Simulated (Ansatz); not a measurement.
**TiC under a change: Ti on a C site (antisite)**

Base system: a 16-atom supercell of TiC in the rock salt structure (space group Fm-3m, No. 225; a = 4.3330 Å) at its relaxed geometry.

Perturbation: a neutral Ti on a C site (antisite), atoms relaxed at fixed cell, starting from a slightly rattled geometry.

Level of theory: PBE, PAW, 420 eV (Ansatz, an electronic-structure program; without spin-orbit coupling). Γ-centred 7×7×7 mesh, Fermi–Dirac width 0.05 eV.

```tsv
quantity	base	changed	shift
pressure	0.0 GPa	19.4 GPa	+19.4 GPa
shift of the substituted atom off its lattice site	–	0.97 Å	–
```

Final structure:

```
CELL_PARAMETERS angstrom
      0.00000     4.33303     4.33303
      4.33303     0.00000     4.33303
      4.33303     4.33303     0.00000
ATOMIC_POSITIONS crystal
  Ti 0.05925 0.06005 0.05840
  C  0.99519 0.99777 0.48258
  C  0.99509 0.48704 0.99339
  C  0.99185 0.49583 0.49156
  C  0.48437 0.99776 0.99343
  C  0.49320 0.99479 0.49150
  C  0.49326 0.49588 0.98997
  C  0.50712 0.50952 0.50554
  Ti 0.24458 0.24722 0.24279
  Ti 0.27569 0.27901 0.69323
  Ti 0.27644 0.69685 0.27444
  Ti 0.24809 0.74525 0.74096
  Ti 0.69473 0.27922 0.27393
  Ti 0.74276 0.25077 0.74103
  Ti 0.74261 0.74520 0.24634
  Ti 0.74415 0.74727 0.74226
```

The cell is small, so the values are those of an ordered compound at a high defect concentration; dilute-limit values will differ. All final runs are without spin polarisation. The defect cell is not spin-polarised.
